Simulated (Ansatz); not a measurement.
Ansatz (a quantum-chemistry and plane-wave program) run on Ti3In (P1, 4 atoms in the cell): self-consistent single point.

Computed with LDA (PW92), PAW files made with PBE (plane waves; Ansatz).

The change in words: atoms moved at random. Reference geometry:
```xyz
4
Lattice="-2.0136 2.0136 4.3019 2.0136 -2.0136 4.3019 2.0136 2.0136 -4.3019" Properties=species:S:1:pos:R:3 pbc="T T T"
Ti     0.0000     2.0136     2.1509
Ti     2.0136     0.0000     2.1509
Ti     0.0000     0.0000     4.3019
In     0.0000     0.0000     0.0000
```

Reference input (self-consistent single point, DFT, LDA (PW92), plane waves, PAW files made with PBE): basis.ecutwfc = 30.9 Ry; kpoints.mp_grid.grid = 8 8 8; hamiltonian.xc = lda; hamiltonian.pseudopotentials = {kind: paw} (an earlier, softer set of the program's PAW files); scf.occupations.method = fermi_dirac; scf.occupations.width = 0.0073 Ry. This run's input differs from it in these lines:

Ansatz 0.2 input:
```diff
@@ -7,6 +7,6 @@
   atoms:
-    - { symbol: Ti, position: [0.750000, 0.250000, 0.500000] }
-    - { symbol: Ti, position: [0.250000, 0.750000, 0.500000] }
-    - { symbol: Ti, position: [0.500000, 0.500000, 0.000000] }
-    - { symbol: In, position: [0.000000, 0.000000, 0.000000] }
+    - { symbol: Ti, position: [0.748468, 0.268603, 0.514710] }
+    - { symbol: Ti, position: [0.252786, 0.753474, 0.495083] }
+    - { symbol: Ti, position: [0.495990, 0.496997, 0.003032] }
+    - { symbol: In, position: [0.002757, -0.019075, -0.012825] }
 basis:
```

Output (repeated stretches shortened):

```
SCF iter   1: F=—  HF=-12809.951544 eV  |F-HF|=—  |Δ(HF+E_count)|=         —  Δρ=5.26e-2  dr2=2.99e0  ethr=3.10e-3  ⟨swp⟩=4.1  Hψ=25980  notcnv=0
all-band conjugate gradients solve this SCF's bands
preconditioner: auto → Kerker (q_TF=auto, 2.572 Å⁻¹)
SCF iter   2: F=—  HF=-12809.162136 eV  |F-HF|=—  |Δ(HF+E_count)|=   7.89e-1  Δρ=2.63e-2  dr2=9.00e-1  ethr=3.10e-3  ⟨swp⟩=2.0  Hψ=14560  notcnv=0
   [... lines left out ...]
SCF iter   5: F=—  HF=-12808.863035 eV  |F-HF|=—  |Δ(HF+E_count)|=   6.62e-4  Δρ=3.89e-4  dr2=1.63e-4  ethr=3.14e-6  ⟨swp⟩=2.0  Hψ=11818  notcnv=0
SCF iter   6: F=—  HF=-12808.862999 eV  |F-HF|=—  |Δ(HF+E_count)|=   3.53e-5  Δρ=1.40e-4  dr2=1.31e-5  ethr=3.32e-7  ⟨swp⟩=2.0  Hψ=9925  notcnv=0
SCF iter   7: F=—  HF=-12808.862995 eV  |F-HF|=—  |Δ(HF+E_count)|=   4.50e-6  Δρ=3.10e-5  dr2=8.28e-7  ethr=2.68e-8  ⟨swp⟩=2.0  Hψ=13061  notcnv=0
SCF iter   8: F=-12808.862995 eV  HF=-12808.862995 eV  |F-HF|=4.47e-8  |Δ(HF+E_count)|=   1.98e-7  Δρ=9.16e-6  dr2=6.72e-8  ethr=2.04e-10  ⟨swp⟩=6.1  Hψ=30743  notcnv=0
SCF 1 converged in 8 iterations: F = -12808.862995 eV  dr2 = 6.72e-8
Free energy (F): -12808.862995 eV
Internal energy: -12808.726191 eV  (E = F + TS)
E sigma→0 (E₀):  -12808.794593 eV
Entropy (-TS):   -0.136804 eV (-34.201 meV/atom)
Fermi energy:    13.616364 eV
--- Forces (eV/Å), atoms counted from 1 ---
  atom   1  Ti    -0.66187536     0.07619902    -0.17203687
  atom   2  Ti     0.23378332     0.09058758    -0.38486170
  atom   3  Ti    -0.35410578     0.02384949     0.19425313
  atom   4  In     0.78218548    -0.19063131     0.36266100
--- Stress (GPa, compression-positive) ---
       -3.818484      -0.015034       0.711710
       -0.015034      -3.584652      -0.083539
        0.711711      -0.083539      -3.146889
  P = ⅓ Tr σ = -3.5167 GPa (-35.167 kbar)
  The stress holds the Pulay correction. Without it, at fixed plane waves, as pw.x and ABINIT print it: P = -3.5394 GPa
```

The run converged in 8 iterations. Against the reference run the free energy rises by 18.0 meV/atom, the pressure goes from -4.01 to -3.52 GPa and the largest force goes from 0.000 to 0.883 eV/Å.

The starting cell comes from a database of computed structures (which also holds hypothetical and non-ambient phases and stackings), without a prior relaxation at this level. Its lattice was rescaled by a random factor within 2.5 % of one. For this run, on top of that: atoms moved at random. Spin polarisation is off. With a pressure of about -4 GPa the cell is away from its equilibrium volume at this level. Ansatz's pressure includes its estimate of the finite-basis (Pulay) stress.

Cost on one core of a shared machine: roughly 60 s.
